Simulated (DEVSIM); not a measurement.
Device: double heterostructure, Ge between p- and n-type Si, at 300 K.

```csv
layer (left to right),material,thickness (μm),Nd (cm⁻³),Na (cm⁻³),τn (s),τp (s)
1,Si,0.460,-,4.2e17,0.00037,0.00037
2,Ge,0.0240,1e16,-,0.00037,0.00037
3,Si,0.260,1.9e17,-,0.00037,0.00037
```

Left contact: ohmic. Right contact: ohmic. Voltage is applied to the left contact. Recombination: SRH at mid-gap, radiative. Mobility is μmin + (μ − μmin)/(1 + (N/Nref)^α).

The device is made up for the run: typed textbook-type constants, with dimensions and the other settings drawn at random. Values at 300 K; Nc and Nv go as T^1.5, mobilities as T to minus their exponent, the gap by Varshni's rule with the affinity fixed.

| parameter | Si | Ge |
|---|---|---|
| gap (eV) | 1.124 | 0.664 |
| affinity (eV) | 4.05 | 4 |
| permittivity | 11.7 | 16 |
| Nc (cm⁻³) | 2.86e19 | 1.04e19 |
| Nv (cm⁻³) | 3.1e19 | 6e18 |
| μn (cm²/Vs) | 1417 | 3900 |
| μp (cm²/Vs) | 470 | 1900 |
| μn,min | 52 | 150 |
| μp,min | 45 | 100 |
| Nref,n | 9.7e16 | 2.6e17 |
| Nref,p | 2.2e17 | 4e17 |
| αn | 0.68 | 0.56 |
| αp | 0.72 | 0.6 |
| T exponent of μn | 2.3 | 1.66 |
| T exponent of μp | 2.2 | 2.33 |
| B (cm³/s) | 4.7e-15 | 6.4e-14 |
| Varshni α (eV/K) | 0.000473 | 0.000477 |
| Varshni β (K) | 636 | 235 |

Simulated with DEVSIM: 1D drift-diffusion, Boltzmann statistics, complete ionisation; no tunnelling, impact ionisation, image-force lowering or self-heating. Band offsets follow the typed affinities; no thermionic-emission limit at abrupt steps, no polarisation charge.

The temperature was swept, all else fixed.

| temperature (K) | dark forward voltage at 100 A/cm² (V) | dark forward voltage at 1 A/cm² (V) | potential step across the device at zero bias (V) |
|---|---|---|---|
| 250 | 0.830 | 0.713 | 0.947 |
| 300 | 0.754 | 0.623 | 0.883 |
| 350 | [?] | [?] | 0.816 |
| 400 | 0.579 | 0.409 | 0.746 |
| 450 | 0.486 | 0.297 | 0.673 |
| 500 | 0.390 | 0.183 | 0.598 |

Q: Fill in the missing entries.

A: 
- 350, dark forward voltage at 100 A/cm² (V): 0.669
- 350, dark forward voltage at 1 A/cm² (V): 0.519
